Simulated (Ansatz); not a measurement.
B20 (FeSi-type) MnSi, treated with LDA (PAW; Ansatz, a quantum-chemistry and plane-wave program).

Numerical settings: plane-wave cutoff 520 eV, 14×14×14 k mesh, Fermi–Dirac smearing 0.017 eV (set by the program), spin-polarised with parallel moments, scalar-relativistic PAW data made under PBE.

Cell (relaxed at this level):

MnSi is modelled in the cubic space group P2₁3 (No. 198), Pearson symbol cP8. Lattice parameters: a = 4.4280 Å, b = 4.4280 Å, c = 4.4280 Å, α = 90.00°, β = 90.00°, γ = 90.00°. Mn on 4a has 4 Si at 2.239–2.329 Å and 3 Si at 2.470 Å and 6 Mn at 2.716 Å. Si on 4a has 4 Mn at 2.239–2.329 Å and 3 Mn at 2.470 Å. (Neighbours: up to the widest gap in distance over summed covalent radii, below 1.35, at either atom; cation-cation and far metal-metal contacts left out.)

Problem. Estimate the Voigt–Reuss–Hill bulk modulus, Poisson ratio, elastic constant C12, polycrystal shear modulus (Hill average), Young modulus, elastic constant C11 and elastic constant C44 that the calculation returns.

Solution. 
- Voigt–Reuss–Hill bulk modulus: 229 GPa
- Poisson ratio: 0.223
- elastic constant C12: 133 GPa
- polycrystal shear modulus (Hill average): 155 GPa
- Young modulus: 380 GPa
- elastic constant C11: 420 GPa
- elastic constant C44: 164 GPa

Note: the collinear magnetic order is the start's and need not be the measured one.

Elastic constants are with the ions relaxed.

The result took about 8 core-hours (a rough figure).
